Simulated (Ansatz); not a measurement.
The structure below was relaxed with Kohn–Sham DFT with the PBE functional, run in Ansatz (a quantum-chemistry and plane-wave program) with PAW and 420 eV plane waves, no SOC, at pressure 15 GPa.

```xyz
1
Lattice="-1.5682 1.5682 1.5682 1.5682 -1.5682 1.5682 1.5682 1.5682 -1.5682" Properties=species:S:1:pos:R:3 pbc="T T T"
W      0.0000     0.0000     0.0000
```

Q: Find the space group and the Wyckoff positions.

A: Space group Im-3m (No. 229); a = 3.1363 Å, b = 3.1363 Å, c = 3.1363 Å, α = 90.00°, β = 90.00°, γ = 90.00°

```tsv
atom	site	symmetry	x	y	z
W	2a	m-3m	0.0000	0.0000	0.0000
```

Q: Describe the coordination.

A: The crystal has 2 atoms in its conventional cell. Cell: a = b = c = 3.1363 Å, α = β = γ = 90.00°. W is surrounded by 8 W at 2.716 Å and 6 W at 3.136 Å. (Neighbours: up to the widest gap in distance over summed covalent radii, below 1.35, at either atom.)

Load acts through the strain it causes; cell and atoms are relaxed under it. No phonon test of stability was made. No other phases were tried under pressure. The final runs are not spin-polarised. The cell was made from W in the bcc (W type) structure (space group Im-3m, No. 229) by this change: pressure 15 GPa.
